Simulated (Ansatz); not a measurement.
How the bulk modulus of HfO₂ (model structure, started from the CdI2 type, P-3m1, No. 164, 3 atoms in the cell) moves with the method

No measured value is used here.

### Question
Put these levels in order of the bulk modulus that they give for HfO₂ (model structure, started from the CdI2 type, P-3m1, No. 164, 3 atoms in the cell), smallest first: LDA (Ansatz, a program for electronic structure), PBEsol (Ansatz), r²SCAN (Ansatz).

### Answer
PBEsol (2.14 GPa), r²SCAN (15.3 GPa), LDA (24.3 GPa)

Unless a cell is named, each level is at its own relaxed cell (LDA 13.49, PBEsol 15.68, r²SCAN 14.57 Å³/atom).

Density-functional levels without +SOC have no spin–orbit coupling. r²SCAN, LDA, PBEsol: the bulk modulus is −V dP/dV from two relaxed cells at ±2 % in volume. Each level is taken at its own relaxed cell. Cutoffs differ between the levels. Ansatz's density-functional and Hartree–Fock values are scalar-relativistic unless marked +SOC, with PAW data made under PBE.

A model structure was made by putting elements into a prototype or built by hand; it is no filed structure, need not be a known phase, and can be a saddle point held by its symmetry.
